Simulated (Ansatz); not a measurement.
Hops of point defects in monoclinic HfO2, each between lowest sites run for its defect: PBE bands (Ansatz, an electronic-structure program, plane waves to 420 eV, PAW, climbing-image NEB) beside r2SCAN single points (500 eV) at the PBE geometries. Static nuclei, no finite-size correction. The rows are a random draw from the bands that converged and passed our checks of state and shape. Saddle orders were checked for a part of the study's bands only and are not shown. Vacancies start on their lattice site; split forms were not set up. Charge states are imposed. Spin-orbit coupling is left out.

```csv
Row,Defect,Route,Hop (Å),Cell and PBE mesh,r2SCAN k-points,PBE barrier x (eV),r2SCAN barrier y (eV)
1,"interstitial C, charge 0",C moves farthest,3.01,"96 sites, Γ",same mesh,1.57,1.57
2,"interstitial Y, charge +3",Y moves farthest,1.38,"96 sites, Γ",same mesh,0.57,0.65
3,"interstitial O, charge -2",O moves farthest,1.56,"96 sites, Γ",same mesh,0.52,0.52
4,"interstitial O, charge 0",O moves farthest,2.56,"96 sites, Γ",same mesh,0.65,0.76
5,"interstitial Lu, charge +3",Lu moves farthest,1.42,"96 sites, Γ",same mesh,0.57,0.66
6,"O vacancy, charge +2",a nearby O jumps into the vacancy,2.27,"96 sites, Γ",same mesh,0.80,0.76
7,"interstitial Hf, charge +4",Hf moves farthest,1.46,"96 sites, Γ",same mesh,0.54,?
```

Fit a straight line y = a x + b to rows 1 to 6, predict row 7, and compare with the computed value.

Means: x̄ = 0.780, ȳ = 0.820 eV. Sums: Sxx = 0.797, Sxy = 0.746 eV². So a = Sxy/Sxx = 0.936 and b = ȳ − a x̄ = 0.090 eV, with a scatter of 0.06 eV about the line. Row 7: 0.936 × 0.54 + 0.090 ≈ 0.60 eV. The computed r2SCAN value is 0.62 eV, +0.02 eV from the line, within the scatter. The line only summarises these rows of one host.
